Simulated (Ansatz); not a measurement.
We look at the energy of the reaction as written. Reaction: cell B → cell A. A negative value means that the right-hand side lies lower.

Cell A: a sheet of composition Pt2S4, 6 atoms, square cell of 5.64 Å (31.8 Å²), symmetry P-42₁m within 0.02 Å, 1.3 Å thick under 17 Å of vacuum, in-plane vectors relaxed; planes from bottom to top: S2 | Pt2 | S2; a model cell; spin state with PBE: run without spin, k-point mesh 8×8×1.
```
CELL_PARAMETERS angstrom
      5.63586     0.00000     0.00000
      0.00000     5.63586     0.00000
      0.00000     0.00000    18.33000
ATOMIC_POSITIONS crystal
  Pt 0.00000 0.00000 0.50000
  Pt 0.50000 0.50000 0.50000
  S  0.13697 0.63697 0.53651
  S  0.86303 0.36303 0.53651
  S  0.36303 0.13697 0.46349
  S  0.63697 0.86303 0.46349
```

Cell B: a sheet of composition Pt2S4, 6 atoms, rectangular cell of 5.47 × 5.56 Å (30.4 Å²), symmetry P2₁/c within 0.02 Å, 1.3 Å thick under 16 Å of vacuum, in-plane vectors relaxed; planes from bottom to top: S2 | Pt2 | S2; a model cell; spin state with PBE: run without spin, k-point mesh 6×6×1.
```
CELL_PARAMETERS angstrom
      5.47068     0.00000     0.00000
      0.00000     5.55646     0.00000
      0.00000     0.00000    17.27229
ATOMIC_POSITIONS crystal
  Pt 0.50000 0.00000 0.50000
  Pt 0.00000 0.50000 0.50000
  S  0.89213 0.88600 0.53707
  S  0.10787 0.11400 0.46293
  S  0.39213 0.61400 0.46293
  S  0.60787 0.38600 0.53707
```

All numbers come from Ansatz (an electronic-structure program), plane waves with PAW, its default PAW set, cutoff 420 eV, 500 eV for r2SCAN. The structures are at rest with PBE; other levels are single points on them. HSE06 runs on coarser k-point meshes, mended by the PBE difference between the two meshes. Neutral cells; Fermi-Dirac smearing of at most 0.05 eV in the solids, energies taken to zero width. The lattices are those relaxed with PBE, so at other levels the solids can be strained, which adds to the spread. A dispersion term (D3(BJ), or D4 for r2SCAN) was computed beside these levels and is taken off wherever the name lacks it. Static lattices, no vibrational contributions. The structures are the rest points that the relaxations reached, not proven lowest. The runs are scalar-relativistic, without spin-orbit coupling. The cells' k-point meshes differ in density, so the last digit is unsettled. Cell A has symmetry P-42₁m within 0.02 Å and got no random move, so less symmetric positions, which may lie lower, weren't tried. Cell B has symmetry P2₁/c within 0.02 Å and got no random move, so less symmetric positions, which may lie lower, weren't tried.

**Question.** Give the value at the level r2SCAN.

**Answer.** 0.64 eV, for cell B → cell A.

**Question.** List the value at the remaining levels and say how far they part.

**Answer.** 
| Functional | value (eV) | less r2SCAN |
|---|---|---|
| PBE | 0.49 | -0.15 |
| HSE06 | 0.82 | 0.18 |

The levels shown span 0.33 eV, from PBE (0.49) to HSE06 (0.82).
